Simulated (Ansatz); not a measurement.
Base system: Sb (space group R-3m, No. 166; a = 4.326 Å, c = 11.339 Å (hexagonal axes); layered; relaxed with 0.1 eV smearing). Axes: x lies along a and z along c of the hexagonal cell.

Level of theory: r2SCAN+rVV10 (Ansatz, a program for electronic structure; PAW; 500 eV plane waves; no SOC).

One thing is altered: the symmetric strain tensor [-0.0125 0.0047 0.0014; 0.0047 0.0225 0.0152; 0.0014 0.0152 -0.0225]; the atoms relax in the strained cell.

Q: What happens to the stress?

A: The stress (xx, yy, zz, yz, xz, xy; compression positive) is (2.0, -1.5, 1.0, -1.7, 0.1, -0.2) GPa.

Q: What does the calculation give for the largest internal atomic displacement after the change?

A: The largest internal atomic displacement is 0.046 Å.

Stability against distortions was not tested.
